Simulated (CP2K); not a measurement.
# Worked example: self-consistent single point of Pd (Fm-3m, 1 atom in the cell) in CP2K

Method of the run: PBE, GPW, DZVP-MOLOPT-SR-GTH basis, GTH-PBE potentials (GTH_POTENTIALS) run with CP2K.

Input:

```
&GLOBAL
  PROJECT pd
  RUN_TYPE ENERGY_FORCE
  PRINT_LEVEL MEDIUM
&END GLOBAL
&FORCE_EVAL
  METHOD Quickstep
  STRESS_TENSOR ANALYTICAL
  &DFT
    BASIS_SET_FILE_NAME BASIS_MOLOPT
    POTENTIAL_FILE_NAME GTH_POTENTIALS
    &QS
      METHOD GPW
      EPS_DEFAULT 1E-10
    &END QS
    &MGRID
      CUTOFF 500
      REL_CUTOFF 50
      NGRIDS 5
    &END MGRID
    &SCF
      SCF_GUESS ATOMIC
      EPS_SCF 1E-6
      MAX_SCF 100
      ADDED_MOS 4
      &DIAGONALIZATION
        ALGORITHM STANDARD
      &END DIAGONALIZATION
      &MIXING
        METHOD BROYDEN_MIXING
        ALPHA 0.3
        NBUFFER 10
        BETA 1.5
      &END MIXING
      &SMEAR ON
        METHOD FERMI_DIRAC
        ELECTRONIC_TEMPERATURE [K] 1160.45
      &END SMEAR
    &END SCF
    &KPOINTS
      SCHEME MONKHORST-PACK 7 7 7
    &END KPOINTS
    &XC
      &XC_FUNCTIONAL PBE
      &END XC_FUNCTIONAL
    &END XC
    &PRINT
      &MO
        EIGENVALUES T
        OCCUPATION_NUMBERS T
        NDIGITS 8
        FILENAME mo
        &EACH
          QS_SCF 0
        &END EACH
        ADD_LAST NUMERIC
      &END MO
      &MULLIKEN ON
      &END MULLIKEN
    &END PRINT
  &END DFT
  &SUBSYS
    &CELL
      A 2.75889700 0.00000000 0.00000000
      B 1.37944900 2.38927500 0.00000000
      C 1.37944900 0.79642500 2.25263000
      PERIODIC XYZ
    &END CELL
    &COORD
      SCALED
      Pd       0.00000000     0.00000000     0.00000000
    &END COORD
    &KIND Pd
      BASIS_SET DZVP-MOLOPT-SR-GTH-q18
      POTENTIAL GTH-PBE-q18
    &END KIND
  &END SUBSYS
  &PRINT
    &FORCES ON
    &END FORCES
    &STRESS_TENSOR ON
    &END STRESS_TENSOR
  &END PRINT
&END FORCE_EVAL
```

Output, abridged:

```
 GLOBAL| Method name                                                        CP2K
 GLOBAL| Project name                                                         pd
 GLOBAL| Run type                                                   ENERGY_FORCE

 CELL| Volume [angstrom^3]:                                            14.848805
 CELL| Vector a [angstrom]:       2.759     0.000     0.000   |a| =     2.758897
 CELL| Vector b [angstrom]:       1.379     2.389     0.000   |b| =     2.758897
 CELL| Vector c [angstrom]:       1.379     0.796     2.253   |c| =     2.758897
 CELL| Angle (b,c), alpha [degree]:                                    59.999994
 CELL| Angle (a,c), beta  [degree]:                                    59.999991
 CELL| Angle (a,b), gamma [degree]:                                    59.999992
 CELL| Numerically orthorhombic:                                              NO
 CELL| Periodicity                                                           XYZ

 DFT| Spin restricted Kohn-Sham (RKS) calculation                            RKS
 DFT| Multiplicity                                                             1
 DFT| Number of spin states                                                    1
 DFT| Charge                                                                   0
 DFT| XC density smoothing                                                  NONE
 DFT| XC derivatives                                                          PW

 QS| Method:                                                                 GPW
 QS| Density plane wave grid type                        NON-SPHERICAL FULLSPACE
 QS| Number of grid levels:                                                    5
 QS| Density cutoff [a.u.]:                                                250.0
 QS| Multi grid cutoff [a.u.]: 1) grid level                               250.0
   [... lines left out ...]
 BRILLOUIN| Wavefunction type                                            COMPLEX
 BRILLOUIN| List of Kpoints [2 Pi/Bohr]                                      172
 BRILLOUIN| Number           Weight            X              Y              Z
 BRILLOUIN|     1           0.00583       -0.42857       -0.42857       -0.42857
 BRILLOUIN|     2           0.00583       -0.42857       -0.42857       -0.28571
 BRILLOUIN|     3           0.00583       -0.42857       -0.42857       -0.14286
   [... 169 lines left out ...]
 *******************************************************************************

 Extrapolation method: initial_guess

 Re-scaling the density matrix to get the right number of electrons
                  # Electrons              Trace(P)               Scaling factor
                           18                18.000                        1.000

 Number of electrons:                                                         18
 Number of occupied orbitals:                                                  9
 Number of molecular orbitals:                                                13

 Number of orbital functions:                                                 25
 Number of independent orbital functions:                                     25
 SCF WAVEFUNCTION OPTIMIZATION

  Step     Update method      Time    Convergence         Total energy    Change
     1 NoMix/Diag. 0.30E+00      -     0.32942253      -127.4452231743 -1.27E+02
     2 Broy./Diag. 0.30E+00      -     0.07601959      -129.5671560959 -2.12E+00
     3 Broy./Diag. 0.30E+00      -     0.12047258      -128.2772511270  1.29E+00
     4 Broy./Diag. 0.30E+00      -     0.02363551      -127.2109094056  1.07E+00
     5 Broy./Diag. 0.30E+00      -     0.01780013      -127.4322782972 -2.21E-01
     6 Broy./Diag. 0.30E+00      -     0.00555856      -127.2587625181  1.74E-01
     7 Broy./Diag. 0.30E+00      -     0.00441718      -127.3038634861 -4.51E-02
     8 Broy./Diag. 0.30E+00      -     0.00037590      -127.2579308152  4.59E-02
     9 Broy./Diag. 0.30E+00      -     0.00029889      -127.2599819292 -2.05E-03
    10 Broy./Diag. 0.30E+00      -     0.00002836      -127.2563901693  3.59E-03
    11 Broy./Diag. 0.30E+00      -     0.00001432      -127.2566868459 -2.97E-04
    12 Broy./Diag. 0.30E+00      -     0.00000107      -127.2565465016  1.40E-04
    13 Broy./Diag. 0.30E+00      -     0.00000037      -127.2565591778 -1.27E-05
  *** SCF run converged in    13 steps ***

  Electronic density on regular grids:        -17.9999999988        0.0000000012
  Core density on regular grids:               17.9999999994       -0.0000000006
  Total charge density on r-space grids:        0.0000000006
  Total charge density g-space grids:           0.0000000006

  Overlap energy of the core charge distribution:               0.00000000000000
  Self energy of the core charge distribution:               -222.92368910911350
  Core Hamiltonian energy:                                     52.85618048359490
  Hartree energy:                                              55.45384654690842
  Exchange-correlation energy:                                -12.64038138680880
  Electronic entropic energy:                                  -0.00251571542003
  Fermi energy:                                                 0.54486099746968

  Total energy:                                              -127.25655917778852
  Total energy (extrapolated to T->0):                       -127.25530132007850

                     Mulliken Population Analysis

 #  Atom  Element  Kind  Atomic population                           Net charge
       1     Pd       1         18.000000                             -0.000000
 # Total charge                             18.000000                 -0.000000

 ENERGY| Total FORCE_EVAL ( QS ) energy [hartree]           -127.256556853078280

 FORCES| Atomic forces [hartree/bohr]
 FORCES|   Atom     x               y               z               |f|
 FORCES|      1 -1.45795381E-15 -3.16646201E-14  3.22458002E-14   4.52168710E-14
 FORCES| Sum    -1.45795381E-15 -3.16646201E-14  3.22458002E-14
 FORCES| Total atomic force                                       4.52168710E-14

 STRESS| Analytical stress tensor [bar]
 STRESS|                        x                   y                   z
 STRESS|      x        8.53817893935E+04  -6.83841965351E-01  -4.83549274447E-01
 STRESS|      y       -6.83841965351E-01   8.53823388021E+04  -1.97669288100E-01
 STRESS|      z       -4.83549274447E-01  -1.97669288100E-01   8.53825096431E+04
 STRESS| 1/3 Trace                                             8.53822126129E+04
```

The run converged in 13 iterations.

The starting cell has typed, rounded lattice constants, without a prior relaxation at this level. Its lattice was rescaled by up to half a per cent. Spin polarisation is off. Values carry the incompleteness of an atom-centred basis. With a pressure of about 9 GPa the cell is away from its equilibrium volume at this level.

Cost on one core of a shared machine: roughly 50 s.
